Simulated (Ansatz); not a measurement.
Base system: Mo in the bcc (W type) structure (space group Im-3m, No. 229; a = 3.161 Å; relaxed with 0.1 eV smearing).

Calculations: PBE in Ansatz (plane waves to 420 eV, PAW, no SOC).

For the base:

```
Property    Value
--------  -------
Pressure  0.0 GPa
```

Now apply this change: every lattice vector is stretched by 3.00 %; the atoms relax in the strained cell.

### Question
How does this affect the energy relative to the base?

### Answer
The energy grows by 94 meV/atom.

### Question
Predict the new pressure.

### Answer
The pressure goes from zero to -19.0 GPa.

Stability against distortions was not tested. All final runs are without spin polarisation.

Ansatz is a quantum-chemistry and plane-wave program.
